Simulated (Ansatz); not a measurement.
BeS (model structure, from the rocksalt type, Fm-3m, No. 225) was calculated with PBE (plane waves, PAW; Ansatz, an electronic-structure program).

Run with plane-wave cutoff 520 eV, 14×14×14 k mesh, Fermi–Dirac smearing 0.01 eV, scalar-relativistic PAW data made under PBE.

Computed at the level's own relaxed cell.

```
BeS
1.0
    0.00000     2.31461     2.31461
    2.31461     0.00000     2.31461
    2.31461     2.31461     0.00000
S Be
1 1
Direct
  0.00000   0.00000   0.00000
  0.50000   0.50000   0.50000
```

### Question
List the 5 lowest band energies at Γ above −25 eV (eV, relative to the valence band maximum), grouping those that round alike.

### Answer
At Γ: -15.13, -0.31 (×3), 5.31.

Note: the cell keeps the symmetry of its start, so it can be a saddle point.

A model structure was made by putting elements into a prototype or built by hand; it is no filed structure, need not be a known phase, and can be a saddle point held by its symmetry.
